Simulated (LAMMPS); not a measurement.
LAMMPS 22 Jul 2025, classical MD, Vashishta (InP.vashishta): InP, 2744 atoms.

| Quantity | Value |
|---|---|
| task | MD, nve |
| potential | Vashishta, InP.vashishta |
| copies of the repeat unit | 7×7×7 |
| shape (slab and sphere leave vacuum in the box) | bulk |
| steps | 2000 |
| timestep | 1 fs |
| thermo | 50 |
| newton | on (default) |
| atom_modify sort (bins of 2 Å where set) | 1000 (default) |
| comm_style | brick (default) |
| box | 41.1 × 41.1 × 41.1 Å |
| start | generated zinc blende lattice, warmed in an untimed run |

All runs start from one configuration, warmed at this fixed volume for 1000 steps under a thermostat at 600 K. The run at a skin of 2 Å has a mean temperature of 591 K and a mean pressure of 1.6 GPa.

One run each, on a shared machine, so no times are given.

With neigh_modify every 1 delay 0 check yes, skins of 0.1, 0.3, 0.5, 1, 1.5, 2, 3 Å were run. Further schedules:
- skin 2 Å, every 20 delay 0 check no
- skin 1 Å, every 1 delay 10 check yes
- skin 0.3 Å, every 100 delay 0 check no
- skin 0.3 Å, every 10 delay 0 check yes
- skin 2 Å, every 100 delay 0 check no
- skin 1 Å, every 10 delay 0 check yes
- skin 0.3 Å, every 1 delay 10 check yes

A schedule rebuilds too seldom if it shows a dangerous build, rebuilds less often than the check at every step does at that skin, or fails.

Which schedules can miss pairs here, and how do rebuilds depend on the skin?

With the check at every step the rebuilds are 606 at 0.1 Å, 216 at 0.3 Å, 129 at 0.5 Å, 56 at 1 Å, 16 at 1.5 Å, 1 at 2 Å, 0 at 3 Å. Too seldom: skin 0.3 Å, every 100 delay 0 check no; skin 0.3 Å, every 10 delay 0 check yes; skin 1 Å, every 10 delay 0 check yes; skin 0.3 Å, every 1 delay 10 check yes.

```tsv
setting	rebuilds	dangerous builds	list entries an atom	change of the total energy (meV/atom)
skin 0.1 Å, every 1 delay 0 check yes	606	—	33.7	−0.0016
skin 0.3 Å, every 1 delay 0 check yes	216	—	36.9	−0.0016
skin 0.5 Å, every 1 delay 0 check yes	129	—	43.0	−0.0016
skin 1 Å, every 1 delay 0 check yes	56	—	48.8	−0.0016
skin 1.5 Å, every 1 delay 0 check yes	16	—	72.9	−0.0016
skin 2 Å, every 1 delay 0 check yes	1	—	86.1	−0.0016
skin 3 Å, every 1 delay 0 check yes	0	—	123	−0.0016
skin 2 Å, every 20 delay 0 check no	100	not counted	86.1	−0.0016
skin 1 Å, every 1 delay 10 check yes	56	0	48.8	−0.0016
skin 0.3 Å, every 100 delay 0 check no	20	not counted	37.0	+0.47
skin 0.3 Å, every 10 delay 0 check yes	194	188	36.9	−0.0016
skin 2 Å, every 100 delay 0 check no	20	not counted	86.1	−0.0016
skin 1 Å, every 10 delay 0 check yes	51	0	48.7	−0.0016
skin 0.3 Å, every 1 delay 10 check yes	199	195	36.9	−0.0016
```

Where the energy changes as in the checked runs, the late rebuilds cost nothing that shows in this run. List entries are as LAMMPS prints them (Ave neighs/atom).
